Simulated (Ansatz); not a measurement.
What biaxial strain +1.67 %, plane normal [111], relaxed out of plane does to HfC

Base system: HfC in the rock salt structure (space group Fm-3m, No. 225; a = 4.607 Å; relaxed with 0.1 eV smearing). Axes: x, y, z lie along the cube axes.

Modification: biaxial strain +1.67 %, plane normal [111], relaxed out of plane (Cartesian); in-plane vectors clamped, the third vector and the atoms free.

Calculations: Ansatz (a quantum-chemistry and plane-wave program), PBEsol, PAW, cutoff 420 eV, no SOC. Γ-centred 22×22×22 mesh, Fermi–Dirac width 0.1 eV.

| quantity | base | changed | shift |
|---|---|---|---|
| volume per atom | 12.22 Å³ | 12.52 Å³ | +0.30 Å³ |
| space group | Fm-3m (No. 225) | R-3m (No. 166) | – |
| shortest interatomic distance | 2.304 Å | 2.322 Å | +0.0188 Å |
| energy relative to the base (free energy F) | 0 meV/atom | +11 meV/atom | +11 meV/atom |
| band gap | zero | zero | – |
| out-of-plane strain | – | -0.92 % | – |
| ratio −ε⊥/ε∥ | – | 0.55 | – |
| mean in-plane stress (compression positive) | – | -8.5 GPa | – |

Stability against distortions was not tested. All final runs are without spin polarisation.
